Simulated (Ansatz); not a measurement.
The starting structures come from a database of crystals and need not be the phases stable at ambient conditions.

 Where the default PAW files enter, the runs use the earlier of Ansatz's two default sets.

By LDA and PBEsol, the system below comes out a metal.

Data:

```
Si
1.0
    2.65853     0.00000     0.00000
   -1.32926     3.35362     0.00000
    1.32926     0.00000     3.35362
Si
2
Cartesian
  0.66463   1.67681   1.67681
  1.32926   0.00000   0.00000
```

Space group of this cell: I4_1/amd. The cell is taken as given; by PBEsol its mean pressure is 0.8 GPa.

The current runs along the normal of the first two printed vectors, the (110) plane. All runs by Ansatz (an electronic-structure program), plane waves and PAW, without spin-orbit coupling; the base is PBEsol.

```csv
run,mean pressure (GPa),"G/A, both spins (10¹⁵ S/m²)"
base,0.8,1.20
all lengths scaled by 0.98,9.0,1.24
all lengths scaled by 1.02,-5.4,1.17
lda in place of pbesol,-0.8,1.20
"lengths across the current scaled by 0.98, ions clamped",5.8,(withheld)
"lengths across the current scaled by 1.02, ions clamped",-3.5,1.19
"lengths along the current scaled by 0.97, ions clamped",4.9,1.20
"lengths along the current scaled by 1.03, ions clamped",-2.7,1.24
```

Q: Complete the blanks.

A: 
- lengths across the current scaled by 0.98, ions clamped, G/A, both spins (10¹⁵ S/m²): 1.29
